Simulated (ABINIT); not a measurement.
ABINIT is run on MnO (Fm-3m, 2 atoms in the cell), and the run fails. The aim is a self-consistent single point with DFT, PBE+U, plane waves, PAW (JTH v2.0 PBE PAW).

Cell that was meant: a = 3.2026 Å, b = 3.2026 Å, c = 3.2026 Å, α = 60.00°, β = 60.00°, γ = 60.00°.

Part of the input:

```
shiftk 0 0 0
nstep 100
tolvrs 1.0e-10
toldfe 1.0e-08
prtwf 0
prtden 0
prtvol 1
```

The program printed (abridged):

```
 inpspheads: deduce mpsang = 3, n1xccc = 1.

=======================================================
 invars1m : enter jdtset= 0
 ingeo: takes atomic coordinates from input array xcart

--- !COMMENT
src_file: m_symfind.F90
src_line: 823
message: |
    The tolerance on symmetries =   1.000E-05 is bigger than 1.0e-8.
    In order to avoid spurious effects, the atomic coordinates have been
    symmetrized before storing them in the dataset internal variable.
    So, do not be surprised by the fact that your input variables (xcart, xred, ...)
    do not correspond exactly to the ones echoed by ABINIT, the latter being used to do the calculations.
    This is not a problem per se.
    Still, in order to avoid this symmetrization (e.g. for specific debugging/development), decrease tolsym to 1.0e-8 or lower,
    or (much preferred) use input primitive vectors that are accurate to better than 1.0e-8.
    This message will only be printed once, even if there are other datasets where tolsym is bigger than 1.0e-8.
...

 symlatt: the Bravais lattice is cF (face-centered cubic)
 symspgr: spgroup= 225  Fm -3 m   (=Oh^5)
 symspgr: optical characteristics = isotropic
 Perdew, Burke & Ernzerhof
 J. P. Perdew, K. Burke, and M. Ernzerhof, Phys. Rev. Lett. 77, 3865 (1996)
 J. P. Perdew, K. Burke, and M. Ernzerhof, Phys. Rev. Lett. 78, 1396 (1997)
 Perdew, Burke & Ernzerhof
 J. P. Perdew, K. Burke, and M. Ernzerhof, Phys. Rev. Lett. 77, 3865 (1996)
 J. P. Perdew, K. Burke, and M. Ernzerhof, Phys. Rev. Lett. 78, 1396 (1997)

--- !ERROR
src_file: m_invars2.F90
src_line: 3384
mpi_rank: 0
message: |
    Only one of the tolXXX variables may be defined at once.
    Action: check values of tolvrs, toldfe, tolrff and toldff.
...

 abinit_abort: decision taken to exit. Check above messages for more info
Abort(13) on node 0 (rank 0 in comm 0): application called MPI_Abort(MPI_COMM_WORLD, 13) - process 0

--- !ERROR
src_file: m_invars2.F90
src_line: 3384
mpi_rank: 0
message: |
    Only one of the tolXXX variables may be defined at once.
    Action: check values of tolvrs, toldfe, tolrff and toldff.
...
```

### Question
From the messages shown, name the fault and mend the input.

### Answer
The fault is two stopping criteria at once. The program does not take these two tolerances for the self-consistent loop together. To fix it, keep one tolerance. The program stopped before any SCF iteration.

The sound input it was made from differs as follows (other fixes are possible):
```diff
-toldfe 1.0e-08
```

With that input, the run converged in 18 iterations: free energy E − TS -3290.96 eV; Fermi level (on the code's own zero) 6.39 eV; pressure -1.60 GPa; size of the cell's spin moment 5.00 μB; site moments (μB, in the program's spheres or projections) Mn 4.50, O 0.15 (DFT, PBE+U, plane waves, PAW (JTH v2.0 PBE PAW)).

On the sound input: the starting cell comes from a database of computed structures (which also holds hypothetical and non-ambient phases and stackings), without a prior relaxation at this level. Its lattice was rescaled by a random factor within 2.5 % of one. With one magnetic atom in the cell only a parallel order is possible. With U or open f shells several self-consistent states can exist.

These are the values that this program gave, and no reference: the one-centre exchange-correlation terms come from a truncated expansion.
